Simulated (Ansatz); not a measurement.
Density of states of Cs2LiScCl6 (R-3m, 20 atoms in the cell).

```
CELL_PARAMETERS angstrom
      3.63220     2.09705    11.94355
     -3.63220     2.09705    11.94355
      0.00000    -4.19410    11.94355
ATOMIC_POSITIONS crystal
  Sc 0.50000 0.50000 0.50000
  Cl 0.61570 0.14500 0.61570
  Cl 0.61570 0.61570 0.14500
  Cl 0.14500 0.61570 0.61570
  Cl 0.38430 0.85500 0.38430
  Cl 0.85500 0.38430 0.38430
  Cl 0.38430 0.38430 0.85500
  Cs 0.12636 0.12636 0.12636
  Cs 0.87364 0.87364 0.87364
  Cl 0.79958 0.28238 0.79958
  Cl 0.79958 0.79958 0.28238
  Cl 0.28238 0.79958 0.79958
  Cl 0.20042 0.71762 0.20042
  Cl 0.71762 0.20042 0.20042
  Cl 0.20042 0.20042 0.71762
  Sc 0.00000 0.00000 0.00000
  Cs 0.28813 0.28813 0.28813
  Cs 0.71187 0.71187 0.71187
  Li 0.40890 0.40890 0.40890
  Li 0.59110 0.59110 0.59110
```

Computed with LDA (PW92), default PAW files made with PBE (plane waves; Ansatz, a program for electronic structure).

SCF settings: basis.ecutwfc = 30.9 Ry; kpoints.mp_grid.grid = 3 3 3; hamiltonian.xc = lda; hamiltonian.pseudopotentials = {kind: paw} (the program's default PAW files); scf.occupations.method = gaussian; scf.occupations.width = 0.0037 Ry. Keys of the DOS step: output.dos.nscf_kmesh.grid = 6 6 6.

The starting cell comes from a database of published, mostly measured structures (it also holds non-ambient and calculated ones), without a prior relaxation at this level. Its lattice was rescaled by a random factor within 2.5 % of one.

Total DOS (both spins), as means of the tabulated values in each energy bin; the zero is the program's Fermi level or highest filled level, and the curve is cut to this window:

```
E (eV) | states/eV/cell
    -7.88 |  0.81
    -7.62 | ############################## 71.9
    -7.38 | ########## 23.3
    -7.12 |  0.00
    -6.88 |  0.00
    -6.62 |  0.00
    -6.38 |  0.00
    -6.12 |  0.00
    -5.88 |  0.00
    -5.62 |  0.00
    -5.38 |  0.00
    -5.12 | # 1.56
    -4.88 | ### 6.18
    -4.62 | # 2.63
    -4.38 | ####### 17.6
    -4.12 | ##### 11.7
    -3.88 | ################ 37.4
    -3.62 | ################ 38.0
    -3.38 | ############ 28.9
    -3.12 | ## 4.55
    -2.88 | ############# 31.4
    -2.62 | ############# 30.6
    -2.38 | ############## 32.4
    -2.12 | ################# 40.8
    -1.88 | ## 4.19
    -1.62 |  0.00
    -1.38 |  0.00
    -1.12 |  0.00
    -0.88 |  0.00
    -0.62 |  0.00
    -0.38 |  0.00
    -0.12 |  0.00
     0.12 |  0.00
     0.38 |  0.00
     0.62 |  0.00
     0.88 |  0.00
     1.12 |  0.00
     1.38 |  0.00
     1.62 |  0.00
     1.88 | ##### 11.8
     2.12 | ########## 23.7
     2.38 | ##### 12.5
     2.62 |  0.00
     2.88 |  0.00
     3.12 |  0.08
     3.38 | #### 8.77
     3.62 | ###### 13.6
     3.88 | #### 9.81
     4.12 |  0.70
     4.38 | # 1.25
     4.62 | ## 3.90
```

The gap on the SCF mesh is 3.72 eV.

Keys are those of Ansatz 0.2.
